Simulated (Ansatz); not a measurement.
Consider Ge in the diamond structure (space group Fd-3m, No. 227; a = 5.762 Å).

Calculations: PBE, PAW, 420 eV (Ansatz, an electronic-structure program; no SOC).

For the base:

The volume per atom is 23.91 Å³.

Now apply this change: cell and atoms relaxed at a pressure of 2.1 GPa.

**Question.** What happens to the volume per atom?

**Answer.** The volume per atom decreases by 0.78 Å³ (23.91 Å³ → 23.13 Å³).

Load acts through the strain it causes; cell and atoms are relaxed under it. Whether these cells are dynamically stable was not tested. Tetrahedral semiconductors of this kind turn to denser phases somewhere between about 1 and 50 GPa; those were not computed, so compressed cells here can lie past the real transition.
